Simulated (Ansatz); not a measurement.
The (102) face of litharge SnO can be cut between different planes. Symmetric, stoichiometric slabs relaxed in the 1x1 cell (34.6 Å²): top plane O + Sn, 0.99 Å over the next in the ideal cut; top plane O + Sn, 1.04 Å over the next in the ideal cut.

Calculation: PBE with D3(BJ) dispersion (plane waves to 420 eV, PAW; Ansatz, an electronic-structure program).

### Question
Order them by surface energy (lowest first) at the level PBE with D3(BJ) dispersion.

### Answer
the cut with an outer spacing of 0.99 Å (0.49 J/m²), the cut with an outer spacing of 1.04 Å (1.18 J/m²)
